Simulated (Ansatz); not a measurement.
Here is the system:

```
CELL_PARAMETERS angstrom
      5.93759     0.00000     0.00000
      0.00000     5.93759     0.00000
      0.00000     0.00000     5.93759
ATOMIC_POSITIONS crystal
  Cs 0.00000 0.00000 0.00000
  Pb 0.50000 0.50000 0.50000
  Br 0.50000 0.50000 0.00000
  Br 0.00000 0.50000 0.50000
  Br 0.50000 0.00000 0.50000
```

Calculation: r2SCAN with spin-orbit coupling, rigid bands (plane waves, PAW; Ansatz, a program for electronic structure). Geometry: cell and atoms relaxed with r2SCAN.

Q: Predict the hole conductivity mass (n e² τ/σ) at 300 K, by direction if it differs.

A: 0.148 mₑ.

Q: What conductivity effective mass do dilute electrons have at 300 K?

A: 0.150 mₑ.

Q: And the band gap?

A: 0.76 eV at this level; semilocal functionals usually fall short of the measured gap.

Rigid bands, one relaxation time for all states, no polarons.

CsPbBr3 (Pm-3m): a high-temperature phase held by its symmetry.
